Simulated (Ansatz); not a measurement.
The starting structures come from a database of crystals and need not be the phases stable at ambient conditions.

By PBEsol, the system below comes out a metal.

Without scattering a metal conducts by its projected Fermi surface.

Input:

```
CELL_PARAMETERS angstrom
      4.55692     0.00000     0.00000
      0.00000     4.55692     0.00000
      2.27846    -2.27846     3.22223
ATOMIC_POSITIONS crystal
  In 0.25000 0.25000 0.50000
  In 0.75000 0.75000 0.50000
  Au 0.00000 0.00000 0.00000
```

Space group of this cell: Fm-3m. The cell is strained (all lengths scaled by 0.98); by PBEsol its mean pressure is 3.4 GPa.

The current flows along the normal of the first two printed cell vectors, the (001) plane of the conventional cell. No spin-orbit coupling; the value is a mean over 0.1 eV about the Fermi level.

Task: Estimate the ballistic conductance per area that PBEsol (Ansatz, a first-principles code) returns for this system.

Result: 0.69 × 10¹⁵ S/m² for both spins.
